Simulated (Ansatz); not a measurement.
**TiAl3 (Pmm2): band-structure transport figures**

Given:

```
Al3Ti
1.0
    2.77795     0.00000     0.00000
    0.00000     4.67615     0.00000
    0.00000     0.00000     4.89464
Ti Al
1 3
Direct
  0.00000   0.50000   0.16340
  0.50000   0.50000   0.66378
  0.50000   0.00000   0.33286
  0.00000   0.00000   0.83996
```

Method: PBEsol, rigid bands (plane waves, PAW, scalar-relativistic; Ansatz, a quantum-chemistry and plane-wave program). Geometry: cell and atoms relaxed with PBEsol.

```json
{
  "density of states at the Fermi level": "2.65 states/(eV·cell), both spins",
  "bare Sommerfeld coefficient": "1.56 mJ/(mol of atoms·K²)",
  "drude_plasma_energy": "6.2 (x), 5.4 (y), 4.9 (z) eV",
  "root-mean-square Fermi velocity": "5.3e5 m/s",
  "resistivity times τ": "12.6 (x), 16.7 (y), 21 (z) ×10⁻²² Ω·m·s"
}
```

A metal at this level (no band gap); rigid bands, thermally averaged at 300 K, both spins. Spin-orbit coupling is left out. τ is one relaxation time for all states.

Computed structure with no diffraction record at hand here (it may be known, metastable or hypothetical): TiAl3 (Pmm2).
